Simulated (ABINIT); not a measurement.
# Equation of state of AlB2-type HfB2 (space group 191): energy against volume (ABINIT, LDA)

```
CELL_PARAMETERS angstrom
      3.01788     0.00000     0.00000
     -1.50894     2.61356     0.00000
      0.00000     0.00000     3.34465
ATOMIC_POSITIONS crystal
  Hf 0.00000 0.00000 0.00000
  B  0.66667 0.33333 0.50000
  B  0.33333 0.66667 0.50000
```

Level of theory: LDA (PW92), norm-conserving pseudopotentials (PseudoDojo nc-sr-04 LDA standard) (plane waves; ABINIT). Settings: pseudos = [Hf.upf, B.upf]; ecut = 49 Ha; occopt = 3; tsmear = 0.00183747 Ha; ngkpt = 19 19 14; nshiftk = 1; shiftk = 0 0 0; potentials = PseudoDojo nc-sr-04 LDA standard; nband = 14; kptopt = 1; nstep = 100; tolvrs = 1e-10. The cell above is the first row's. The rows scale it uniformly. In all rows fractional positions and the k mesh are held. E is the free energy at the stated smearing, counted from the lowest row.

| V (Å^3/atom) | E (meV/atom) |
|---|---|
| 8.7935 | 46.44 |
| 8.9847 | 22.73 |
| 9.1759 | 7.61 |
| 9.3670 | 0.28 |
| 9.5582 | 0.00 |
| 9.7493 | 6.11 |
| 9.9405 | 18.02 |
| 10.1317 | 35.18 |
| 10.3228 | ? |

Taking the third-order Birch-Murnaghan form, a cubic in V^(-2/3) for E over the 8 complete rows: With u = V^(-2/3) - 0.224, the rows have u = 0.010725, 0.007383, 0.004157, 0.001043, -0.001968, -0.004879, -0.007698, -0.010428. Least squares gives E = -0.573 + 435.02·u + 369364·u² - 111083·u³. Residuals (row less fit): -0.002, 0.002, 0.000, -0.002, -0.002, 0.000, 0.003, -0.002; standard error 0.003 (degrees of freedom: 4). Its minimum lies at u = -0.000589, so V0 = (0.223411)^(-3/2) = 9.470. There d²E/du² = 739100 and d³E/du³ = -666500, so B0 = (4/9) × 9.470^(-7/3) × 739100 × 0.160218 = 277 GPa (the last factor turns the table's units into GPa), and B0' = 4 + (2/3) × 0.223411 × (-666500)/739100 = 3.9. The program's pressures in the fitted runs (not shown) pass through zero at V = 9.47, 0.00 % from this V0.

**Question.** Estimate the missing E (V = 10.3228); what did the run itself give?

**Answer.** u = -0.013072, so E = -0.573 + 435.02 × (-0.013072) + 369364 × (-0.013072)² - 111083 × (-0.013072)³ = 57.104 meV/atom. The calculation gives 57.10 meV/atom, which the fit meets to the printed digits. The row lies outside the fitted rows, so this is an extrapolation. From the scatter of the fitted rows alone, a prediction at this place has a standard error of 0.007 meV/atom, so the miss is 0.6 times that.

Carrying the step between the two nearest rows on in a straight line would have given 52.33, off by 4.77; series whose last step already gives the withheld value aren't shown. The scan was laid around a cell of about the measured size, scaled by a guess for this functional; axis ratios and inner coordinates come from that cell. The runs keep the symmetry of the cell, so they don't test it for distortions. Spin-orbit coupling is off. The shape of the cell and the inner coordinates aren't relaxed, so V0 and B0 belong to this uniform scaling; a relaxed crystal lies no higher in energy and is usually softer. Cutoffs and mesh are single choices, not tested for convergence of this quantity. Series with a scatter that would blur these digits, or in which a gap closes, are not shown. Nor are scans whose minimum lies at an end fitted in this form.
